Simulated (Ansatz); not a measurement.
# BN (Fmm2, No. 42, 2 atoms in the cell; start mp-685145; a measured phase of this formula has another space group)

All values below come from HSE06 (plane waves, PAW; Ansatz, a first-principles code).

Numerical settings: plane-wave cutoff 500 eV, 10×10×10 k mesh, gaussian smearing 0.02 eV, scalar-relativistic PAW data made under PBE.

Cell (relaxed at this level):

```
CELL_PARAMETERS angstrom
      0.00000     4.12218     2.16093
      1.24779     0.00000     2.16093
      1.24779     4.12218     0.00000
ATOMIC_POSITIONS crystal
  B  0.00003 0.00003 0.99997
  N  0.66667 0.66667 0.33333
```

| Item | Value |
|---|---|
| band gap | 5.60 eV (on the SCF k mesh) |

Note: the relaxation could not lower the start's symmetry, so the cell can be a saddle point above a distorted one; the cell has widely spaced layers and the level no dispersion term, so their spacing and the moduli can rest on weak binding.

A start named mp-… is a Materials Project structure, which need not be a measured phase.
